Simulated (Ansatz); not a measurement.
System: fluorite PbF2 (high-temperature phase). Method: LDA in Ansatz (plane waves, PAW).

Settings: plane-wave cutoff 520 eV, 8×8×8 k mesh, perturbation theory, scalar-relativistic PAW data made under PBE.

The cell has the measured lattice parameters. Conventional cell: a = 5.9306 Å, b = 5.9306 Å, c = 5.9306 Å, α = 90.00°, β = 90.00°, γ = 90.00°.

Harmonic phonon frequencies (cm⁻¹; i marks an imaginary mode; at Γ without the LO shift):

| q point | frequencies |
|---|---|
| Γ | 0 0 0 86 86 86 233 233 233 |
| X | 36 36 98 125 142 142 144 144 311 |
| U | 38 72 97 116 126 138 162 168 301 |
| L | 39 39 83 106 106 163 205 205 280 |

No imaginary mode appears at these points.

Note: the cell isn't this level's own, so it is under some stress, which shifts stiffness and frequencies.

Ansatz is a quantum-chemistry and plane-wave program.
